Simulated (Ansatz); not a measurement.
Effective masses and thermopower of ZnSe under load (space group F-43m)

Given:

```yaml
crystal:
  lattice:
    - [0.00000, 2.84131, 2.84131]
    - [2.84131, 0.00000, 2.84131]
    - [2.84131, 2.84131, 0.00000]
  atoms:
    - { symbol: Zn, position: [0.00000, 0.00000, 0.00000] }
    - { symbol: Se, position: [0.25000, 0.25000, 0.25000] }
```

Calculation: PBE with spin-orbit coupling, rigid bands (plane waves, PAW; Ansatz, a program for electronic structure). Condition of this run: hydrostatic pressure of -1.6 GPa (compression positive) (the target of the relaxation). How the cell was made: cell and atoms relaxed with PBEsol, then loaded as said.

* **band gap**: 1.13 eV
* **electron conductivity mass (300 K, dilute)**: 0.104 mₑ
* **hole conductivity mass (300 K, dilute)**: 0.69 mₑ
* **effective density of states N_c (300 K)**: 7.9e17 cm⁻³
* **effective density of states N_v (300 K)**: 2.7e19 cm⁻³
* **density-of-states mass, electrons**: 0.100 mₑ
* **density-of-states mass, holes**: 1.05 mₑ
* **Seebeck coefficient, n-type 1e19 cm⁻³, 300 K**: -66 μV/K
* **Seebeck coefficient, p-type 1e19 cm⁻³, 300 K**: 303 μV/K

Rigid bands; masses and Seebeck coefficients take one relaxation time τ for all states and one kind of carrier; polarons and phonon drag are left out. Geometry: cell and atoms relaxed with PBEsol.
